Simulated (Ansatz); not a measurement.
Take Ge in the diamond structure (space group Fd-3m, No. 227; a = 5.676 Å) as the base. Axes: x, y, z lie along the cube axes.

Computed with PBEsol (Ansatz, an electronic-structure program, PAW, scalar-relativistic without spin-orbit coupling).

Base values:

| Item | Result |
|---|---|
| Pressure | 0.0 GPa |

Now apply this change: biaxial strain +3.00 %, plane normal [001], relaxed out of plane (Cartesian); in-plane vectors clamped, the third vector and the atoms free.

**Question.** Predict the new energy relative to the base.

**Answer.** The energy rises by 15 meV/atom.

**Question.** How does this affect the pressure?

**Answer.** The pressure (mean of the normal stresses, compression positive) goes from zero to -2.2 GPa.

No phonon test of stability was made.
